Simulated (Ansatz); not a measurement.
Results of PBEsol (Ansatz, a program for electronic structure, PAW) for LiTaO3 (model structure, started from the ilmenite type, R-3, No. 148, 10 atoms in the cell).

Numerical settings: plane-wave cutoff 500 eV, 10×10×10 k mesh, Fermi–Dirac smearing 0.05 eV, scalar-relativistic PAW data made under PBE.

Cell (relaxed at this level):

```xyz
10
Lattice="2.6025 1.5026 4.7410 -2.6025 1.5026 4.7410 0.0000 -3.0052 4.7410" Properties=species:S:1:pos:R:3 pbc="T T T"
Li     0.0000     0.0000     5.0955
Li     0.0000     0.0000     9.1274
O     -0.9010    -1.7129     8.2159
O      1.9339     0.0761     8.2159
O     -1.0329     1.6368     8.2159
O      0.9010     1.7129     6.0070
O     -1.9339    -0.0761     6.0070
O      1.0329    -1.6368     6.0070
Ta     0.0000     0.0000     2.1075
Ta     0.0000     0.0000    12.1155
```

Problem. Predict the band gap.

Solution. 
- band gap = 4.47 eV (on the SCF k mesh)

Note: the relaxation could raise the start's symmetry but not lower it, so the cell can be a saddle point.

Spin–orbit coupling is not included.

Static lattice: no zero-point or thermal effects.

The result took about 4 core-minutes (a rough figure).

A model structure was made by putting elements into a prototype or built by hand; it is no filed structure, need not be a known phase, and can be a saddle point held by its symmetry.
